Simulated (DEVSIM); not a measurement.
Structure: Ru/Si3N4/p-GaAs capacitor, at 350 K.

```
layer (left to right)  material  thickness (nm)  Na (cm⁻³)
---------------------  --------  --------------  ---------
1                         Si3N4            8.00          -
2                          GaAs            1200     2.7e17
```

Metal gate on the left, work function 4.7 eV. Fixed charge at the semiconductor interface 6.9e10 cm⁻² (in units of +e); no interface traps.

Constants are typed, rounded textbook-type inputs, not results; the design itself was drawn at random and stands for no fabricated device. Values at 300 K; Nc and Nv go as T^1.5, mobilities as T to minus their exponent, the gap by Varshni's rule with the affinity fixed.

```
parameter         Si3N4      GaAs
----------------  -----  --------
gap (eV)            5.1     1.424
affinity (eV)       2.1      4.07
permittivity        7.5      12.9
Nc (cm⁻³)             -    4.7e17
Nv (cm⁻³)             -      9e18
Varshni α (eV/K)      -  0.000541
Varshni β (K)         -       204
```

Model (solved in DEVSIM): 1D Poisson equation in equilibrium, Boltzmann statistics, complete ionisation; no quantum confinement or tunnelling. Metal contacts follow the ideal Schottky-Mott rule: no Fermi-level pinning, no interface dipoles.

Tabulate band edges, carrier densities and field at 0.3 V on the gate.

Energies count from the Fermi level of the right contact; mesh points crowd at the junctions.

```
x (μm)    Ec (eV)  Ev (eV)  n (cm⁻³)  p (cm⁻³)  field (V/cm)
--------  -------  -------  --------  --------  ------------
0.000       2.300   -2.800     < 1e2     < 1e2        360000
0.001077    2.339   -2.761     < 1e2     < 1e2        360000
0.002749    2.400   -2.700     < 1e2     < 1e2        360000
0.005201    2.488   -2.612     < 1e2     < 1e2        360000
0.007317    2.565   -2.535     < 1e2     < 1e2        360000
0.008262    0.625   -0.776     5.9e8     7.6e7        220000
0.009735    0.657   -0.744     2.1e8     2.2e8        210000
0.01406     0.746   -0.655     1.1e7     4.2e9        200000
0.02154     0.882   -0.519    120000    3.9e11        170000
0.03576     1.084   -0.317       150    3.1e14        110000
0.06570     1.270   -0.131     < 1e2    1.4e17         19000
0.1536      1.288   -0.113     < 1e2    2.7e17           ≈ 0
0.3055      1.288   -0.113     < 1e2    2.7e17           ≈ 0
0.6080      1.288   -0.113     < 1e2    2.7e17           ≈ 0
0.9680      1.288   -0.113     < 1e2    2.7e17           ≈ 0
1.091       1.288   -0.113     < 1e2    2.7e17           ≈ 0
1.149       1.288   -0.113     < 1e2    2.7e17           ≈ 0
1.180       1.288   -0.113     < 1e2    2.7e17           ≈ 0
1.197       1.288   -0.113     < 1e2    2.7e17           ≈ 0
1.203       1.288   -0.113     < 1e2    2.7e17           ≈ 0
1.206       1.288   -0.113     < 1e2    2.7e17           ≈ 0
1.208       1.288   -0.113     < 1e2    2.7e17           ≈ 0
```
